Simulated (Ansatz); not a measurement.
A computed series for hypothetical rock salt GaAs: response to strain

The parent structure is GaAs in the rock salt structure (space group Fm-3m, No. 225; a hypothetical phase, not in the database extracts checked; relaxed with 0.1 eV smearing).

```
CELL_PARAMETERS angstrom
      0.00000     2.65806     2.65806
      2.65806     0.00000     2.65806
      2.65806     2.65806     0.00000
ATOMIC_POSITIONS crystal
  Ga 0.00000 0.00000 0.00000
  As 0.50000 0.50000 0.50000
```

Cartesian axes are those of the cell as printed.

Strains are applied to the cell and any free atomic positions relax; under biaxial strain the out-of-plane vector relaxes too; under stress the whole cell relaxes.

Calculations: PBE-D3(BJ) (Ansatz, a program for electronic structure), scalar-relativistic without spin-orbit coupling.

Notes on the quantities. energy relative to the base: free energy F; pressure: mean of the normal stresses, compression positive.

```tsv
case	energy relative to the base	pressure	volume per atom	space group
base	0 meV/atom	0.0 GPa	18.78 Å³	Fm-3m (No. 225)
biaxial strain −4.32 %, plane normal [001], relaxed out of plane	+46 meV/atom	6.7 GPa	17.62 Å³	I4/mmm (No. 139)
biaxial strain +4.39 %, plane normal [001], relaxed out of plane	+35 meV/atom	-4.1 GPa	[?]	I4/mmm (No. 139)
isotropic strain −3.91 %	+74 meV/atom	12.6 GPa	16.66 Å³	Fm-3m (No. 225)
isotropic strain +0.54 %	+1.2 meV/atom	-1.2 GPa	19.09 Å³	Fm-3m (No. 225)
isotropic strain +1.37 %	+7.5 meV/atom	-2.9 GPa	19.56 Å³	Fm-3m (No. 225)
isotropic strain +3.02 %	[?]	-5.7 GPa	20.53 Å³	Fm-3m (No. 225)
uniaxial strain ε_xx = −2.91 %	[?]	2.7 GPa	18.23 Å³	I4/mmm (No. 139)
uniaxial strain ε_zz = −1.32 %	+1.7 meV/atom	1.1 GPa	18.53 Å³	I4/mmm (No. 139)
uniaxial stress, 0.5 GPa tension along x	+0.1 meV/atom	–	18.82 Å³	I4/mmm (No. 139)
```

Task: What belongs in the blanks?

Result: 
- biaxial strain +4.39 %, plane normal [001], relaxed out of plane, volume per atom: 20.11 Å³
- isotropic strain +3.02 %, energy relative to the base: +34 meV/atom
- uniaxial strain ε_xx = −2.91 %, energy relative to the base: +9.0 meV/atom

Beyond what the load breaks, stability against distortions was not tested. The base started in Pnma and relaxed to Fm-3m at this level. The final runs are not spin-polarised.
